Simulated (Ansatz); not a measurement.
Li: Li → Cs

Consider Li in the bcc (W type) structure (space group Im-3m, No. 229; a = 3.434 Å).

It is then changed as follows: full substitution Li → Cs; the structure is relaxed again.

All numbers come from Kohn–Sham DFT with the PBEsol functional, run in Ansatz (an electronic-structure program) with PAW and 420 eV plane waves, scalar-relativistic without spin-orbit coupling. k-mesh 11×11×11 (Γ-centred); smearing 0.05 eV (Fermi–Dirac), for the changed cell.

```json
[
 {"quantity": "volume per atom", "base": "20.25 Å³", "changed": "107.96 Å³", "shift": "+87.71 Å³"},
 {"quantity": "density", "base": "0.57 g/cm³", "changed": "2.04 g/cm³", "shift": "+1.475 g/cm³"},
 {"quantity": "lattice parameter a", "base": "3.434 Å", "changed": "5.999 Å", "shift": "+2.565 Å"},
 {"quantity": "space group", "base": "Im-3m (No. 229)", "changed": "Im-3m (No. 229)", "shift": "–"},
 {"quantity": "band gap", "base": "zero", "changed": "zero", "shift": "–"}
]
```

Cost of the whole job for the changed cell (relaxation, final SCF and bands): about 50 core-seconds (a rough figure).

No phonon test of stability was made. All final runs are without spin polarisation.
